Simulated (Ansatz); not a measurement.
Consider MgS in the rock salt structure (space group Fm-3m, No. 225).

```yaml
crystal:
  lattice:
    - [0.00000, 2.61485, 2.61485]
    - [2.61485, 0.00000, 2.61485]
    - [2.61485, 2.61485, 0.00000]
  atoms:
    - { symbol: S, position: [0.00000, 0.00000, 0.00000] }
    - { symbol: Mg, position: [0.50000, 0.50000, 0.50000] }
```

Calculations: PBE in Ansatz (plane waves to 420 eV, PAW, no spin-orbit coupling).

Before the change:

The band gap is 2.76 eV. The shortest interatomic distance is 2.615 Å and the electron mass is 0.52 mₑ along k, 0.29 mₑ across (at X). The width of the top valence band comes out as 2.31 eV.

One thing is altered: Se takes the place of S on all its sites; the structure is relaxed again.

Task: Predict the new band gap.

Result: The band gap shrinks by 0.99 eV, from 2.76 eV to 1.77 eV.

Task: Predict the new shortest interatomic distance.

Result: The shortest interatomic distance grows by 0.139 Å to 2.754 Å.

Task: Estimate the effect on the electron mass.

Result: The electron mass changes from 0.52 mₑ along k, 0.29 mₑ across (at X) to 0.48 mₑ along k, 0.24 mₑ across (at X).

Task: Estimate the effect on the width of the top valence band.

Result: The width of the top valence band goes up by 0.144 eV to 2.46 eV.

Effective masses come from finite differences of ±0.01 Å⁻¹. Along k means along the line from Γ to the band edge. Whether these cells are dynamically stable was not tested.

Ansatz is a quantum-chemistry and plane-wave program.
